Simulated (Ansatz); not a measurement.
## Hypothetical wurtzite BeS: pressure series

Consider BeS in the wurtzite structure (space group P6_3mc, No. 186; a = 3.412 Å, c = 5.625 Å; a hypothetical phase, not in the database extracts checked).

Cell and atoms are relaxed at each pressure.

Method: PBEsol in Ansatz (plane waves to 420 eV, PAW, spin-orbit coupling left out).

Notes on the quantities. enthalpy: H = E + PV relative to the base's energy.

```json
[
 {"change": "base", "enthalpy": "–", "electron mass": "0.30 mₑ along c, 0.51 mₑ across (at K)", "width of the top valence band": "3.04 eV", "band gap": "3.44 eV", "volume per atom": "14.18 Å³"},
 {"change": "pressure −2 GPa", "enthalpy": "-0.18 eV/atom", "electron mass": "0.31 mₑ along c, 0.53 mₑ across (at K)", "width of the top valence band": "2.95 eV", "band gap": "3.52 eV", "volume per atom": "14.48 Å³"},
 {"change": "pressure −1 GPa", "enthalpy": "-0.09 eV/atom", "electron mass": "0.30 mₑ along c, 0.51 mₑ across (at K)", "width of the top valence band": "2.99 eV", "band gap": "3.48 eV", "volume per atom": "14.32 Å³"},
 {"change": "pressure 0.3 GPa", "enthalpy": "+0.03 eV/atom", "electron mass": "0.30 mₑ along c, 0.51 mₑ across (at K)", "width of the top valence band": "3.05 eV", "band gap": "3.42 eV", "volume per atom": "14.13 Å³"},
 {"change": "pressure 0.7 GPa", "enthalpy": "+0.06 eV/atom", "electron mass": "0.31 mₑ along c, 0.52 mₑ across (at K)", "width of the top valence band": "3.07 eV", "band gap": "3.41 eV", "volume per atom": "14.07 Å³"},
 {"change": "pressure 1.5 GPa", "enthalpy": "+0.13 eV/atom", "electron mass": "0.30 mₑ along c, 0.50 mₑ across (at K)", "width of the top valence band": "3.10 eV", "band gap": "3.38 eV", "volume per atom": "13.96 Å³"},
 {"change": "pressure 3 GPa", "enthalpy": "+0.26 eV/atom", "electron mass": "0.30 mₑ along c, 0.50 mₑ across (at K)", "width of the top valence band": "3.16 eV", "band gap": "3.32 eV", "volume per atom": "13.77 Å³"},
 {"change": "pressure 5 GPa", "enthalpy": "+0.43 eV/atom", "electron mass": "0.29 mₑ along c, 0.49 mₑ across (at K)", "width of the top valence band": "3.23 eV", "band gap": "3.24 eV", "volume per atom": "13.52 Å³"},
 {"change": "pressure 7.5 GPa", "enthalpy": "+0.64 eV/atom", "electron mass": "0.29 mₑ along c, 0.49 mₑ across (at K)", "width of the top valence band": "3.32 eV", "band gap": "3.16 eV", "volume per atom": "13.24 Å³"},
 {"change": "pressure 10 GPa", "enthalpy": "+0.85 eV/atom", "electron mass": "0.29 mₑ along c, 0.48 mₑ across (at K)", "width of the top valence band": "3.41 eV", "band gap": "3.07 eV", "volume per atom": "12.99 Å³"}
]
```

Load acts through the strain it causes; cell and atoms are relaxed under it. Effective masses come from finite differences of ±0.01 Å⁻¹. Whether these cells are dynamically stable was not tested. Competing high-pressure phases were not computed.

Ansatz is a first-principles code.
